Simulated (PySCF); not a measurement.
PySCF 2.14.0, BP86/def2-svp, df: Se(Cl)3 (Cl[Se+](Cl)Cl), charge +1, multiplicity 1, 4 atoms. The geometry is a generated start, not checked to be a minimum at this level.

- task = energy
- method = bp86
- basis = def2-svp
- two-electron scheme = density fitting
- mol.max_memory = 3000 MB
- mf.max_cycle = 100
- mf.conv_tol = 1e-09 (default)
- mf.grids.level = 3 (default)
- basis functions = 86
- grid points = 77064

```xyz
4

Se    -0.2318     0.2427     0.6098
Cl    -1.5189    -1.1060    -0.3985
Cl     0.1574     1.6975    -0.8814
Cl     1.5933    -0.8342     0.6701
```

Charge 1 and multiplicity 1 are set for this test and not shown to be the ground state.

With the defaults (mf.DIIS = CDIIS, mf.diis = true, mf.init_guess = minao, mf.damp = 0, mf.diis_start_cycle = 1, mf.level_shift = 0, mf.diis_space = 8) it converges in 13 Fock builds. One run each on 2 threads, 1 BLAS thread, with these changes:
- mf.diis_space = 12
- mf.diis_space = 20
- mf.level_shift = 1 Hartree
- mf.diis = false
- mf.diis_space = 5
- mf.DIIS = EDIIS
- mf.damp = 0.7, mf.diis_start_cycle = 8
- mf.init_guess = mod_huckel
- mf.init_guess = 1e

### Question
Which runs fail or end elsewhere than the default run?

### Answer
No convergence: mf.DIIS = EDIIS; mf.diis = false (the run ends without SCF convergence in 100 cycles). The rest reach the solution of the defaults.

```csv
setting,Fock builds,end
mf.diis_space = 5,12,same solution
the defaults,13,same solution
mf.diis_space = 12,13,same solution
mf.diis_space = 20,13,same solution
mf.init_guess = mod_huckel,15,same solution
"mf.damp = 0.7, mf.diis_start_cycle = 8",16,same solution
mf.init_guess = 1e,20,same solution
mf.level_shift = 1 Hartree,46,same solution
mf.DIIS = EDIIS,101,no convergence
mf.diis = false,101,no convergence
```
